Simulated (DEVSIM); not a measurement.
System: Schottky contact on n-type GaSb, at 250 K.

Layer 1 from the left is GaSb, thickness (μm) 13.0, Nd (cm⁻³) 4.4e16, τn (s) 5.3e-9, τp (s) 5.3e-9.

Left contact: Schottky, work function 4.55 eV, emission velocity 2.8e6 cm/s. Right contact: ohmic. Voltage is applied to the left contact. Recombination: SRH at mid-gap, radiative. Mobility is μmin + (μ − μmin)/(1 + (N/Nref)^α).

Constants are typed, rounded textbook-type inputs, not results; the design itself was drawn at random and stands for no fabricated device. Values at 300 K; Nc and Nv go as T^1.5, mobilities as T to minus their exponent, the gap by Varshni's rule with the affinity fixed.

GaSb: gap (eV) 0.726, affinity (eV) 4.06, permittivity 15.7, Nc (cm⁻³) 2.1e17, Nv (cm⁻³) 1.8e19, μn (cm²/Vs) 5000, μp (cm²/Vs) 850, μn,min 1000, μp,min 190, Nref,n 2.8e17, Nref,p 9e17, αn 1.05, αp 0.65, T exponent of μn 2, T exponent of μp 1.7, B (cm³/s) 1e-10, Varshni α (eV/K) 0.00042, Varshni β (K) 140.

Model (solved in DEVSIM): 1D drift-diffusion, Boltzmann statistics, complete ionisation; no tunnelling, impact ionisation, image-force lowering or self-heating. Metal contacts follow the ideal Schottky-Mott rule: no Fermi-level pinning, no interface dipoles.

Dark forward current:

```
|V| (V)  |J| (A/cm²)
-------  -----------
0.05        8.885e-5
0.10       0.0009772
0.15        0.009969
0.20          0.1013
0.25           1.028
0.30           10.32
0.35           93.72
0.40           530.8
0.45            1494
0.50            2771
```

Q: Work out the local ideality factor n = ΔV / (kT/q · ln(J2/J1)) between the rows 0.10 and 0.15 V, 0.45 and 0.50 V.

A: kT/q = 21.54 mV. From 0.10 to 0.15 V: ln(0.009969/0.0009772) = 2.323, n = 1.00, near the 1 of diffusion or emission over a barrier. From 0.45 to 0.50 V: ln(2771/1494) = 0.618, n = 3.76; the layers' resistance at their doping, Σ W/(qμN) = 2.8e-5 Ω cm², would take 36 mV of this step of 50 mV.

Q: Estimate the current at 0.20 V for emission alone, J0 = q v N_band exp(−φB/kT), and read the barrier back from the simulated current.

A: φB = 0.490 eV, N_band = 1.60e17 cm⁻³, J0 = 9.46e-6 A/cm²; J = J0 (exp(qV/kT) − 1) = 0.102 A/cm². The simulation gives 0.101 A/cm², the same within the digits that matter. Read backwards, the simulated current gives an apparent barrier of 0.490 eV. The estimate leaves out transport through the depletion region and minority injection.
